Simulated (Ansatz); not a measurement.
Functionals compared on the (10-12) surface of hcp Hf in its 1x1 cell, outermost plane spacing 0.62 Å in the ideal cut (one of several cuts of this face), in Ansatz (plane waves, PAW). The structure was relaxed with PBE; the other rows are single points on it, each with its references at the same level. Cutoff 420 eV (500 eV for r2SCAN).

Set-up: 12 atoms, 10.0 Å thick at the start (thin: gaps and levels are the slab's own); mesh 12x5x1; 0.1 eV smearing; dipole correction on; all atoms relaxed; held to the start's symmetry, so lower structures may exist; no spin, no spin-orbit, no U. These notes are the PBE run's.

| functional | surface energy (J/m²) | work function of the top face (eV) | rough cost of the single point |
|---|---|---|---|
| PBE | 1.90 | 3.63 | – |
| LDA | 2.13 | 3.85 | about 9 core-minutes (a rough figure) |
| PBEsol | 2.08 | 3.70 | very roughly 7 core-minutes |
| RPBE | 1.78 | 3.50 | very roughly 8 core-minutes |
| r2SCAN | 2.12 | 3.64 | roughly 13 core-minutes |

Ansatz is a first-principles code.
